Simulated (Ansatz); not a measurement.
The reference is HfS2 in the CdI2 type structure (space group P-3m1, No. 164; a = 3.547 Å, c = 5.577 Å; layered, stacked along the Cartesian z axis). Axes: x lies along a and z along c of the hexagonal cell.

Level of theory: PBEsol-D3(BJ) (Ansatz, a quantum-chemistry and plane-wave program; PAW; 420 eV plane waves; without spin-orbit coupling).

Strains are applied to the cell and any free atomic positions relax.

One change was made to it. Results:

| quantity | base | after |
|---|---|---|
| valence-band top at Γ (three highest levels, from the VBM) | 0.00, -0.29, -0.29 eV | 0.00, -0.43, -0.43 eV |
| band gap | 0.45 eV | 0.32 eV |

Question: What was done to the base?
(A) uniaxial strain ε_zz = +1.50 %
(B) uniaxial strain ε_zz = −1.00 %
(C) uniaxial strain ε_zz = −2.00 %
(D) uniaxial strain ε_zz = +1.00 %
(E) uniaxial strain ε_zz = −0.50 %

Answer: C, uniaxial strain ε_zz = −2.00 %. For comparison, the band gap in the other runs: uniaxial strain ε_zz = +1.50 % gives 0.54 eV; uniaxial strain ε_zz = −1.00 % gives 0.38 eV; uniaxial strain ε_zz = −0.50 % gives 0.41 eV; uniaxial strain ε_zz = +1.00 % gives 0.51 eV.

With Hf present, leaving out spin-orbit coupling can change the band edges. Stability against distortions was not tested.
